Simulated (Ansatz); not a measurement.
The starting structures come from a database of crystals and need not be the phases stable at ambient conditions.

The decay constant κ of evanescent states in the gap governs leakage through a thin film.

Consider the following.

```xyz
2
Lattice="3.5602 0.0010 0.1233 0.0013 4.3376 0.0006 -0.4824 -2.1688 1.1574" Properties=species:S:1:pos:R:3 pbc="T T T"
B      3.5750     0.0002     0.1449
N     -0.4666     0.7214     1.1794
```

Space group of this cell: Cm. The cell was relaxed by PBE-D3(BJ); by r2SCAN its mean pressure is -1.3 GPa.

Transport runs along the normal of the first two printed cell vectors.

No gap correction and no spin-orbit coupling; mid-gap values are interpolated between computed energies.

Problem. State the band gap and the smallest decay constant κ at mid-gap according to r2SCAN run with Ansatz (a first-principles code).

Solution. Gap 4.01 eV on a 24×24×24 mesh; κ = 0.365 1/Å, at (0.500, 0.500) of the in-plane reciprocal vectors. At the zone centre, at the nearest computed energy, the slowest state has κ = 0.48 1/Å.
